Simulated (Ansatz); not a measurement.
Results of r²SCAN+rVV10 (Ansatz, a first-principles code, PAW) for CsCl-type NiTi (cubic form, which distorts at low temperature).

Numerical settings: plane-wave cutoff 560 eV, 18×18×18 k mesh, Fermi–Dirac smearing 0.05 eV, spin-polarised start, scalar-relativistic PAW data made under PBE.

Computed points:

```tsv
V (Å³/atom)	E − E_lowest (meV/atom)
12.432	29.43
12.697	12.63
12.961	3.05
13.226	0.00
13.490	2.83
13.755	10.96
14.019	23.86
```

Q: Fit the third-order Birch–Murnaghan equation and give B0 and B′.

A: V0 = 13.226 Å³/atom, B0 = 178 GPa, B′ = 4.2 (fit to the energies at full precision).

Note: the starting moments vanished in the run, and other orders were not tried; symmetry holds this phase in the static calculation, where it need not be a minimum; the relaxation could not lower the start's symmetry, so the cell can be a saddle point above a distorted one.

Static lattice: no zero-point or thermal effects.
